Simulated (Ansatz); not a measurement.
## A constructed model of the (100) surface of fcc Al, a layer of In in place of the second plane (bottom of the slab: a bare face, its two planes held)

Computed with PBE (plane waves to 420 eV, PAW; Ansatz, a first-principles code).

Set-up: 6 atoms, 10.4 Å thick at the start (thin: gaps and levels are the slab's own); mesh 13x13x1; 0.1 eV smearing; dipole correction on; 2 atoms held, the rest relaxed; start symmetry kept, larger cells not searched; no spin, no spin-orbit, no U. It is one candidate, not shown to be the stable structure of the face.

The work function of the top face comes out as 3.93 eV, the energy released by relaxation is 0.24 eV and the cost is roughly 2.1 core-minutes.
